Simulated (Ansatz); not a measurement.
Adsorption energy and surface dipole of Cl on the 1x1 (111) surface of fcc Pd, one in a 1x1 cell, started at the site 'top Pd', worked from the runs' numbers; total energies count from the potentials' own zero.

The numbers are results of PBE (plane waves to 420 eV, PAW; Ansatz, a program for electronic structure), not measurements.

Set-up: 5 atoms, 6.8 Å thick at the start under the adsorbate (thin: gaps and levels are the slab's own); mesh 12x12x1; 0.1 eV smearing; dipole correction on; 2 atoms held, the rest relaxed; start symmetry kept, larger cells not searched; no spin, no spin-orbit, no U, no dispersion correction. At the end it is bonded to Pd. In PBE it is, or lies within 0.03 eV of, the lowest of the starts that converged.

```json
[
 {"quantity": "slab with the adsorbate", "value": "-28969.832 eV"},
 {"quantity": "clean slab, same cell and mesh", "value": "-27890.272 eV"},
 {"quantity": "reference, ½ Cl2(g)", "value": "-1079.444 eV"},
 {"quantity": "area of the cell", "value": "6.73 Å²"},
 {"quantity": "change of the step from the bottom to the top vacuum level", "value": "0.396 eV"}
]
```

**Question.** What is the adsorption energy against this reference?

**Answer.** E(slab + adsorbate) − E(slab) − E(reference) = -0.12 eV, so in this state the adsorbate is more stable than in the reference, at a coverage of 14.85 a nm².

**Question.** What dipole does adsorption add to the slab along the outward normal (Helmholtz relation, ε₀ = 0.005526 e/(V·Å))?

**Answer.** p = −ε₀·A·ΔV = -0.015 e·Å = -0.07 D; its negative end points to the vacuum, which raises the vacuum level.
